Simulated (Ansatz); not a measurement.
YbAl2 (Fd-3m, No. 227; cell taken from a computed entry)

Computed with LDA in Ansatz (PAW).

Settings: plane-wave cutoff 500 eV, 12×12×12 k mesh, Fermi–Dirac smearing 0.1 eV, no spin polarisation, scalar-relativistic PAW data made under PBE.

Cell: relaxed at this level.

```json
{
  "volume_per_atom": "19.01 Å³/atom",
  "equilibrium_lattice_constant_a": "7.698 Å",
  "band_gap": "zero (no gap)"
}
```

Note: the relaxation could not lower the start's symmetry, so the cell can be a saddle point above a distorted one; the 4f shell is treated without U or exact exchange, so its levels and filling can be wrong.

Spin–orbit coupling is not included.

Computing time: about 2.9 core-minutes (a rough figure).

Ansatz is a quantum-chemistry and plane-wave program.
